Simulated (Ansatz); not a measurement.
The starting structures come from a database of crystals and need not be the phases stable at ambient conditions.

 Where the default PAW files enter, the runs use the earlier of Ansatz's two default sets.

The decay constant κ of evanescent states in the gap governs leakage through a thin film.

Consider the following.

```xyz
5
Lattice="4.0154 0.0000 0.0000 -2.0077 3.4775 0.0000 0.0000 0.0000 6.8129" Properties=species:S:1:pos:R:3 pbc="T T T"
Ca     0.0000     0.0000     0.0000
Zn     0.0000     2.3183     4.3145
Zn     2.0077     1.1592     2.4984
P      2.0077     1.1592     5.0160
P      0.0000     2.3183     1.7969
```

Space group of this cell: P-3m1. The cell is taken as given.

Transport runs along the normal of the first two printed cell vectors, the (001) plane of the conventional cell.

The gap is the functional's own, uncorrected, and κ follows it; spin-orbit coupling is left out. Mid-gap values are interpolated between the computed energies.

### Question
Compute, with r2SCAN run with Ansatz (an electronic-structure program), the band gap and the smallest decay constant κ at mid-gap.

### Answer
Gap 1.11 eV on a 12×12×6 mesh; κ = 0.123 1/Å, at the zone centre.
